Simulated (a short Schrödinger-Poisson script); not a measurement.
Structure: MOS inversion layer, Si3N4 on p-type Si(100), at 300 K.

From the gate side: 3.7 nm Si3N4; 320 nm Si, acceptors 1.8e18 cm⁻³.

Constants are typed, rounded textbook-type inputs, not results; the design itself was drawn at random and stands for no fabricated device. Si3N4: permittivity 7.5, conduction-band edge (eV) 1.95, gap (eV) 5.1, electron mass (mₑ) 0.5. Si: permittivity 11.7, conduction-band edge (eV) 0, gap (eV) 1.124, Nv at 300 K (cm⁻³) 3.1e19.

Channel valleys (confinement mass, in-plane density-of-states mass, number): Δ2 0.916, 0.19, 2; Δ4 0.19, 0.417, 4. At the gate the conduction-band edge of layer 1 lies 2.42 eV − eVg above the Fermi level of the channel; the field vanishes at the back. Gaps are held at their typed values at every temperature. Mesh 0.03 nm at interfaces.

From a short Schrödinger-Poisson script (our own, NumPy): 1D Poisson equation in equilibrium, electrons quantum, Hartree (BenDaniel-Duke, 12 states a valley, the channel's in-plane mass for all, wave functions free to enter the dielectric), parabolic valleys, classical holes, full ionisation, no traps, pinning or gate leakage.

| Vg (V) | electrons (cm⁻²) | C (μF/cm²) | Δ2 E0 (meV from the Fermi level) | Δ4 E0 (meV from the Fermi level) |
|---|---|---|---|---|
| 0.8 | 1.26e9 | 0.331 | 217.2 | 282.9 |
| 0.9 | 2.39e10 | 0.401 | 140.6 | 208.0 |
| 1 | 2.47e11 | 0.846 | 79.4 | 148.4 |
| 1.1 | 8.30e11 | 1.20 | 46.6 | 117.2 |
| 1.2 | 1.59e12 | 1.34 | 27.9 | 100.1 |
| 1.3 | 2.43e12 | 1.40 | 14.9 | 88.8 |
| 1.4 | 3.31e12 | 1.44 | 4.8 | 80.3 |
| 1.5 | 4.21e12 | 1.47 | -3.6 | 73.4 |
| 1.6 | 5.13e12 | 1.49 | -10.9 | 67.5 |
| 1.7 | 6.06e12 | 1.50 | -17.4 | 62.5 |
| 1.8 | 7.00e12 | 1.52 | -23.3 | 57.9 |
| 1.9 | 7.95e12 | 1.53 | -28.9 | 53.8 |
| 2 | 8.90e12 | 1.54 | -34.0 | 50.0 |
| 2.1 | 9.86e12 | 1.54 | -38.9 | 46.4 |
| 2.2 | 1.08e13 | 1.55 | -43.5 | 43.1 |
| 2.3 | 1.18e13 | 1.56 | -47.9 | 40.0 |
| 2.4 | 1.28e13 | 1.56 | -52.2 | 37.0 |

Gate voltages with under 1e9 electrons/cm² are left out.

**Question.** At Vg = 2.4 V the lowest Δ2 subband lies at -52.2 meV from the Fermi level. How many electrons does it hold, and what share of all?

**Answer.** The two-dimensional density of states is g m/(πħ²) = 1.59e11 cm⁻² meV⁻¹ (both spins), kT = 25.9 meV, so n = D kT ln(1 + exp(−E/kT)) = 8.79e12 cm⁻², 0.69 of the 1.28e13 cm⁻² in all.

**Question.** Compare the slope of the sheet density between 2.2 and 2.4 V with the geometric capacitance of the layers between gate and channel.

**Answer.** q Δn/ΔV = 1.60 μF/cm²; ε0/Σ(t/ε) = 1.79 μF/cm². The ratio is 0.89: the channel acts as a further capacitance in series.
